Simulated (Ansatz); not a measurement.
Ansatz (a first-principles code), DFT, LDA, plane waves, its default PAW files: CsAu(IO3)4, atoms displaced (from the phase in space group 5, mp-1105854) (O12I4CsAu), 18 atoms. Basis and mesh were picked for this test and aren't claimed converged.

```json
{
 "cell": "7.67, 7.67, 8.69 Å; 107.5, 107.5, 45.1°",
 "distance_to_the_nearest_atom": "1.77 to 3.02 Å",
 "task": "single point",
 "k mesh": "4×4×4",
 "hamiltonian.xc": "lda",
 "kind_of_files": "paw",
 "scf.occupations.method": "fermi_dirac",
 "scf.occupations.width": "0.05 eV",
 "output.forces": "true",
 "binding of workers (--pin)": "off",
 "k-point pools (--kpoint-pools)": "1",
 "memory maximum (--max-ram)": "8GiB",
 "accuracy": "medium (default)",
 "basis.precision": "auto (default)",
 "basis.xc_grid": "1 (default)",
 "scf.mixing.algorithm": "auto (default)",
 "scf.mixing.preconditioner": "auto (default)",
 "scf.convergence.dr2_threshold": "3.42012e-07 (default)",
 "scf.lower_state_search": "light (default)",
 "k-points after symmetry": "36",
 "bands_at_the_start": "102",
 "electrons": "168",
 "plane waves at Γ": "6683",
 "cutoff (eV)": "420",
 "FFT grid": "54×54×60",
 "symmetry_operations": "1"
}
```

One run each.

All on 4 threads. Base settings, kept where nothing else is said: scf.eigensolver.kind = auto (default), scf.eigensolver.mixed_precision = false (default), scf.eigensolver.cushion = auto (default), scf.eigensolver.full_accuracy = false (default), scf.algorithm = auto (default) (scf.eigensolver.max_subspace_factor, scf.eigensolver.real_solve not set). The settings tried:
- scf.algorithm = density_mixing
- scf.eigensolver.kind = davidson, scf.eigensolver.cushion = true
- scf.eigensolver.mixed_precision = true
- the base settings
- scf.eigensolver.kind = davidson, scf.eigensolver.max_subspace_factor = 2
- scf.eigensolver.kind = davidson
- scf.eigensolver.real_solve = false
- scf.eigensolver.kind = davidson, scf.eigensolver.max_subspace_factor = 6
- scf.eigensolver.kind = davidson, scf.eigensolver.mixed_precision = true
- scf.algorithm = direct_min
- scf.eigensolver.full_accuracy = true

**Question.** Which settings need the fewest applications of H to a band, which the most, and do any fail to converge?

**Answer.** Fewest applications of H to a band, with those close behind: scf.eigensolver.real_solve = false (83908); the base settings (83969); scf.algorithm = density_mixing (83969). Most among those that reach the base run's result: scf.algorithm = direct_min (217610); scf.eigensolver.full_accuracy = true (203709). All converged.

```json
[
 {"setting": "scf.eigensolver.real_solve = false", "applications of H to a band": "83908", "SCF iterations (all cycles of the run, searches included)": "11", "end": "converged"},
 {"setting": "the base settings", "applications of H to a band": "83969", "SCF iterations (all cycles of the run, searches included)": "11", "end": "converged"},
 {"setting": "scf.algorithm = density_mixing", "applications of H to a band": "83969", "SCF iterations (all cycles of the run, searches included)": "11", "end": "converged"},
 {"setting": "scf.eigensolver.kind = davidson, scf.eigensolver.max_subspace_factor = 6", "applications of H to a band": "110452", "SCF iterations (all cycles of the run, searches included)": "11", "end": "converged"},
 {"setting": "scf.eigensolver.kind = davidson", "applications of H to a band": "111503", "SCF iterations (all cycles of the run, searches included)": "11", "end": "converged"},
 {"setting": "scf.eigensolver.kind = davidson, scf.eigensolver.mixed_precision = true", "applications of H to a band": "111788", "SCF iterations (all cycles of the run, searches included)": "11", "end": "converged"},
 {"setting": "scf.eigensolver.mixed_precision = true", "applications of H to a band": "111788", "SCF iterations (all cycles of the run, searches included)": "11", "end": "converged"},
 {"setting": "scf.eigensolver.kind = davidson, scf.eigensolver.cushion = true", "applications of H to a band": "116921", "SCF iterations (all cycles of the run, searches included)": "11", "end": "converged"},
 {"setting": "scf.eigensolver.kind = davidson, scf.eigensolver.max_subspace_factor = 2", "applications of H to a band": "118200", "SCF iterations (all cycles of the run, searches included)": "11", "end": "converged"},
 {"setting": "scf.eigensolver.full_accuracy = true", "applications of H to a band": "203709", "SCF iterations (all cycles of the run, searches included)": "11", "end": "converged"},
 {"setting": "scf.algorithm = direct_min", "applications of H to a band": "217610", "SCF iterations (all cycles of the run, searches included)": "7", "end": "converged"}
]
```

An iteration's cost differs between solvers, so these counts don't give the time.

Keys are those of Ansatz 0.2.
